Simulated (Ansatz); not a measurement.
Q: Name crystals whose band gap lies between 3.3 and 5.1 eV and whose hole conductivity mass lies between 0.81 and 1.26 mₑ, by PBEsol, rigid bands run with Ansatz (a quantum-chemistry and plane-wave program).

A: Many crystals can fit; among those computed here:
- Si₃N₄ (P6_3/m): 4.19 eV, 1.09 mₑ
- AlN (P6_3mc): 4.10 eV, 1.01 mₑ

Masses are for dilute carriers at 300 K, harmonic means over directions unless an axis is named. Spin-orbit coupling is left out.
